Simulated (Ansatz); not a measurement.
**OH on the 1x1 (100) surface of fcc Cu, one in a 2x2 cell, started at the site 'bridge Cu-Cu (span 2.6 Å)'**

Method: PBE (plane waves to 420 eV, PAW; Ansatz, a program for electronic structure).

Model: 18-atom slab, 5.3 Å thick at the start under the adsorbate (thin: gaps and levels are the slab's own), 6x6x1 mesh, Fermi-Dirac 0.1 eV, dipole correction, 8 atoms held, the rest relaxed; start symmetry kept, larger cells not searched; spin-polarised, no spin-orbit, no U, no dispersion correction. The starting moment vanished. At the end it is bonded to 2 Cu. In PBE it is, or lies within 0.03 eV of, the lowest of the starts that converged.

- adsorption energy against H2O(g) − ½ H2(g): 0.006 eV
- work function of the top face: 4.40 eV
- change of the work function: -0.15 eV
- change of the step from the bottom to the top vacuum level, against the clean slab: -0.095 eV
- energy released by relaxation: 0.17 eV
- height of the binding atom over the mean of the host atoms within 0.3 Å of the top one: 1.540 Å
- magnetic moment of the cell: 0.00 μB
- nearest host atoms of the binding atom: Cu at 1.96 Å, Cu at 1.96 Å, Cu at 3.22 Å
- largest move of a host atom: 0.12 Å
- cost: about 30 core-minutes (a rough figure)

A negative adsorption energy means that the adsorbate is more stable on the surface than in its reference.
